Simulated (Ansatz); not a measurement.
Input and output of a self-consistent single point for Y3Si (Pm-3m, 4 atoms in the cell) (Ansatz, a first-principles code).

Method of the run: LDA (PW92), PAW files made with PBE (plane waves; Ansatz).

The change in words: lattice scaled by 0.98. Reference geometry:
```xyz
4
Lattice="4.5684 0.0000 0.0000 0.0000 4.5684 0.0000 0.0000 0.0000 4.5684" Properties=species:S:1:pos:R:3 pbc="T T T"
Y      0.0000     2.2842     2.2842
Y      2.2842     0.0000     2.2842
Y      2.2842     2.2842     0.0000
Si     0.0000     0.0000     0.0000
```

Reference input (self-consistent single point, DFT, LDA (PW92), plane waves, PAW files made with PBE): basis.ecutwfc = 420 eV; kpoints.mp_grid.grid = 6 6 6; hamiltonian.xc = lda; hamiltonian.pseudopotentials = {kind: paw} (the program's default PAW files); scf.occupations.method = gaussian; scf.occupations.width = 0.272 eV. This run's input differs from it in these lines:

```diff
@@ -3,5 +3,5 @@
   lattice:
-    - [4.56842800, 0.00000000, 0.00000000]
-    - [0.00000000, 4.56842800, 0.00000000]
-    - [0.00000000, 0.00000000, 4.56842800]
+    - [4.47705900, 0.00000000, 0.00000000]
+    - [0.00000000, 4.47705900, 0.00000000]
+    - [0.00000000, 0.00000000, 4.47705900]
   atoms:
```

The program printed (abridged):

```
SCF iter   1: F=—  HF=-11847.095280 eV  |F-HF|=—  |Δ(HF+E_count)|=         —  Δρ=2.11e-2  dr2=9.89e-1  ethr=3.10e-3  ⟨swp⟩=5.0  Hψ=2007  notcnv=0
all-band conjugate gradients solve this SCF's bands
preconditioner: auto → Kerker (q_TF=auto, 2.354 Å⁻¹)
SCF iter   2: F=—  HF=-11846.908977 eV  |F-HF|=—  |Δ(HF+E_count)|=   1.86e-1  Δρ=1.31e-2  dr2=3.80e-1  ethr=2.67e-3  ⟨swp⟩=1.1  Hψ=621  notcnv=0
SCF iter   3: F=—  HF=-11846.786058 eV  |F-HF|=—  |Δ(HF+E_count)|=   1.23e-1  Δρ=1.97e-3  dr2=5.55e-3  ethr=1.03e-3  ⟨swp⟩=2.0  Hψ=613  notcnv=0
SCF iter   4: F=—  HF=-11846.784255 eV  |F-HF|=—  |Δ(HF+E_count)|=   1.80e-3  Δρ=3.64e-4  dr2=1.52e-4  ethr=1.50e-5  ⟨swp⟩=2.8  Hψ=933  notcnv=0
SCF iter   5: F=—  HF=-11846.784206 eV  |F-HF|=—  |Δ(HF+E_count)|=   4.89e-5  Δρ=6.81e-5  dr2=5.39e-6  ethr=4.10e-7  ⟨swp⟩=2.0  Hψ=603  notcnv=0
SCF iter   6: F=—  HF=-11846.784203 eV  |F-HF|=—  |Δ(HF+E_count)|=   3.30e-6  Δρ=1.48e-5  dr2=2.31e-7  ethr=1.46e-8  ⟨swp⟩=2.7  Hψ=788  notcnv=0
SCF iter   7: F=-11846.784202 eV  HF=-11846.784202 eV  |F-HF|=1.12e-9  |Δ(HF+E_count)|=   4.69e-8  Δρ=2.02e-6  dr2=3.26e-9  ethr=2.70e-10  ⟨swp⟩=5.3  Hψ=1775  notcnv=0
SCF 1 converged in 7 iterations: F = -11846.784202 eV  dr2 = 3.26e-9
Free energy (F): -11846.784202 eV
Internal energy: -11846.640082 eV  (E = F + TS)
E sigma→0 (E₀):  -11846.712142 eV
Entropy (-TS):   -0.144120 eV (-36.030 meV/atom)
Fermi energy:    12.138966 eV
--- Forces (eV/Å), atoms counted from 1 ---
  atom   1  Y      0.00000000    -0.00000000    -0.00000000
   [... zero for the other atoms too ...]
--- Stress (GPa, compression-positive) ---
        2.558780       0.000000       0.000000
        0.000000       2.558780       0.000000
        0.000000       0.000000       2.558780
  P = ⅓ Tr σ = 2.5588 GPa (25.588 kbar)
  The stress holds the Pulay correction. Without it, at fixed plane waves, as pw.x and ABINIT print it: P = 2.5536 GPa
```

The run converged in 7 iterations. Against the reference run the free energy rises by 4.0 meV/atom and the pressure goes from -1.45 to 2.56 GPa.

The starting cell comes from a database of computed structures (which also holds hypothetical and non-ambient phases and stackings), without a prior relaxation at this level. Its lattice was rescaled by a random factor within 2.5 % of one. For this run, on top of that: lattice scaled by 0.98. Ansatz's pressure includes its estimate of the finite-basis (Pulay) stress.

Keys are those of Ansatz 0.2.
